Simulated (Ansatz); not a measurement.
Base system: ZnSe in the zinc blende structure (space group F-43m, No. 216; a = 5.665 Å).

Modification: cell and atoms relaxed at a pressure of 5 GPa.

Levels (all Ansatz, a quantum-chemistry and plane-wave program, PAW): r2SCAN (500 eV, no spin-orbit coupling); HSE06+SOC (420 eV, with spin-orbit coupling).

The geometry is relaxed with r2SCAN.

```
Quantity                                   Result
----------------------------  -------------------
r2SCAN band gap                           2.16 eV
r2SCAN valence-band top at Γ  0.00, 0.00, 0.00 eV
```

Task: Predict the band gap and valence-band top at Γ from HSE06+SOC.

Result: The band gap increases by 0.42 eV to 2.58 eV; the valence-band top at Γ (three highest Kramers pairs, from the VBM) changes from 0.00, 0.00, 0.00 eV to 0.00, 0.00, -0.43 eV. The threefold valence maximum splits by Δso ≈ 0.43 eV.

Single points use the geometry relaxed with r2SCAN. Their cutoffs differ, which shifts pressures a little. The spin-orbit shifts are approximate. Load acts through the strain it causes; cell and atoms are relaxed under it. No phonon test of stability was made. Tetrahedral semiconductors of this kind turn to denser phases somewhere between about 1 and 50 GPa; those were not computed, so compressed cells here can lie past the real transition.
